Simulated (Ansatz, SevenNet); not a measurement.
For L1₀ (CuAu-type) CuAu, the machine-learned potential SevenNet-l3i5 (trained on PBE and PBE+U data) gives:

```
Property                                Result
------------------------------  --------------
equilibrium lattice constant a         2.869 Å
c axis length                          3.646 Å
elastic constant C11                   174 GPa
elastic constant C44                  50.7 GPa
polycrystal shear modulus             30.7 GPa
enthalpy of formation           -0.046 eV/atom
```

Task: What does r²SCAN (plane waves, PAW; Ansatz, an electronic-structure program) give for the same quantities?

Result: 
- lattice constant a: 2.847 Å (drops by 0.8 %)
- lattice parameter c: 3.586 Å (shrinks by 1.6 %)
- elastic constant C11: 174 GPa (stays essentially unchanged)
- elastic constant C44: 65.5 GPa (goes up by 29 %)
- Voigt–Reuss–Hill shear modulus: 28.7 GPa (decreases by 6.5 %)
- formation enthalpy: -0.054 eV/atom (moves by -0.008 eV/atom)

For comparison: lattice constant a 2.8 Å (measured, temperature not stated, no zero-point or thermal correction; as tabulated in Nepal et al. (2019), arXiv:1905.09348); lattice parameter c 3.67 Å (measured, temperature not stated, no zero-point or thermal correction; as tabulated in Mehl et al. (2016), arXiv:1607.02532); formation enthalpy -0.093 eV/atom (measured, 320 K, no zero-point or thermal correction; as tabulated in Nepal et al. (2019), arXiv:1905.09348).

Changes are worked out from the printed values.

Unless a cell is named, each level is at its own relaxed cell (SevenNet-l3i5 15.01, r²SCAN 14.53 Å³/atom).

Levels without +SOC leave out spin–orbit coupling, which shifts energies and cells of such heavy elements.

Ansatz's density-functional and Hartree–Fock values are scalar-relativistic unless marked +SOC, with PAW data made under PBE.
